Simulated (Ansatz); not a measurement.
Consider SiC (space group P6_3mc, No. 186).

```
CELL_PARAMETERS angstrom
      3.05845     0.00000     0.00000
     -1.52923     2.64870     0.00000
      0.00000     0.00000    10.01200
ATOMIC_POSITIONS crystal
  Si 0.00000 0.00000 0.50031
  Si 0.00000 0.00000 0.00031
  Si 0.33333 0.66667 0.25025
  Si 0.66667 0.33333 0.75025
  C  0.00000 0.00000 0.31286
  C  0.00000 0.00000 0.81286
  C  0.33333 0.66667 0.06221
  C  0.66667 0.33333 0.56221
```

Cartesian axes are those of the cell as printed.

Calculations: Ansatz (an electronic-structure program), LDA, PAW, cutoff 420 eV, scalar-relativistic without spin-orbit coupling.

Base values:

- Width of the top valence band: 2.48 eV

Modification: tensile biaxial strain of 2.25 % in the plane normal to [001], as in epitaxy on a mismatched substrate; the out-of-plane cell vector and the atoms relax.

What does the calculation give for the hole mass after the change?

The hole mass amounts to 0.23 mₑ out of plane, 1.6 mₑ in plane (at Γ).

Predict the new out-of-plane strain.

The out-of-plane strain amounts to -0.46 %.

Predict the new width of the top valence band.

The width of the top valence band drops by 0.068 eV, from 2.48 eV to 2.42 eV.

What does the calculation give for the valley order after the change?

The valley order (the lowest conduction-band minima on the path, energy above the VBM, named in the base's zone) comes out as M (0, 1/2, 0) 2.03 eV; H (-1/3, -1/3, 1/2) 3.19 eV.

How does this affect the in-plane stress?

The mean in-plane stress (compression positive) comes out as -12.7 GPa.

The levels and masses belong to the bands next to the band gap. Masses are band curvatures over ±0.01 Å⁻¹ around the edge. Whether these cells are dynamically stable was not tested.
